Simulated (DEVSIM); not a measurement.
Structure: Co/SiO2/n-Si capacitor, at 300 K.

```
layer (left to right)  material  thickness (nm)  Nd (cm⁻³)
---------------------  --------  --------------  ---------
1                          SiO2            12.0          -
2                            Si            4700     1.5e15
```

Metal gate on the left, work function 5 eV. Fixed charge at the semiconductor interface -7.6e11 cm⁻² (in units of +e); no interface traps.

The device is made up for the run: typed textbook-type constants, with dimensions and the other settings drawn at random. Values at 300 K.

| parameter | SiO2 | Si |
|---|---|---|
| gap (eV) | 9 | 1.124 |
| affinity (eV) | 0.9 | 4.05 |
| permittivity | 3.9 | 11.7 |
| Nc (cm⁻³) | - | 2.86e19 |
| Nv (cm⁻³) | - | 3.1e19 |

Model (solved in DEVSIM): 1D Poisson equation in equilibrium, Boltzmann statistics, complete ionisation; no quantum confinement or tunnelling. Metal contacts follow the ideal Schottky-Mott rule: no Fermi-level pinning, no interface dipoles.

Tabulate band edges, carrier densities and field at -1.4 V on the gate.

Energies count from the Fermi level of the right contact; mesh points crowd at the junctions.

```
x (μm)    Ec (eV)  Ev (eV)  n (cm⁻³)  p (cm⁻³)  field (V/cm)
--------  -------  -------  --------  --------  ------------
0.000       5.500   -3.500     < 1e2     < 1e2      -1000000
0.001413    5.355   -3.645     < 1e2     < 1e2      -1000000
0.004203    5.069   -3.931     < 1e2     < 1e2      -1000000
0.008360    4.643   -4.357     < 1e2     < 1e2      -1000000
0.01138     4.333   -4.667     < 1e2     < 1e2      -1000000
0.01252     1.100   -0.024     < 1e2    1.2e19       -310000
0.01477     1.055   -0.069     < 1e2    2.2e18       -130000
0.02286     0.996   -0.128       530    2.2e17        -46000
0.03889     0.946   -0.178      3700    3.1e16        -24000
0.07410     0.878   -0.246     51000    2.3e15        -17000
0.1584      0.745   -0.379   8700000    1.3e13        -15000
0.4623      0.406   -0.718    4.3e12     2.7e7         -7600
1.064       0.256   -0.868    1.4e15     81000          -120
2.440       0.255   -0.869    1.5e15     77000           ≈ 0
3.970       0.255   -0.869    1.5e15     77000           ≈ 0
4.395       0.255   -0.869    1.5e15     77000           ≈ 0
4.577       0.255   -0.869    1.5e15     77000           ≈ 0
4.655       0.255   -0.869    1.5e15     77000           ≈ 0
4.694       0.255   -0.869    1.5e15     77000           ≈ 0
4.705       0.255   -0.869    1.5e15     77000           ≈ 0
4.710       0.255   -0.869    1.5e15     77000           ≈ 0
4.712       0.255   -0.869    1.5e15     77000           ≈ 0
```
